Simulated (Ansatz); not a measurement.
Functionals compared on O on the 1x1 (0001) surface of hcp Zr, one in a 2x2 cell, started at the site 'hollow Zr-Zr-Zr', in Ansatz (plane waves, PAW). The structure was relaxed with PBE; the other rows are single points on it, each with its references at the same level. Cutoff 420 eV (500 eV for r2SCAN).

Set-up: 17 atoms, 7.6 Å thick at the start under the adsorbate (thin: gaps and levels are the slab's own); mesh 5x5x1; 0.1 eV smearing; dipole correction on; 8 atoms held, the rest relaxed; symmetry of the start imposed; no spin, no spin-orbit, no U, no dispersion correction. At the end it is bonded to 3 Zr. In PBE it is, or lies within 0.03 eV of, the lowest of the starts that converged. These notes are the PBE run's. Adsorption energies are against ½ O2(g). A negative adsorption energy means that the adsorbate is more stable on the surface than in its reference.

```tsv
functional	adsorption energy (eV)	work function of the top face (eV)	change of the work function (eV)	rough cost of the single point
PBE	-5.81	4.00	-0.16	–
RPBE	-5.56	3.87	-0.17	very roughly 50 core-seconds
r2SCAN	-6.27	4.05	-0.20	very roughly 2.0 core-minutes
```

Ansatz is a first-principles code.
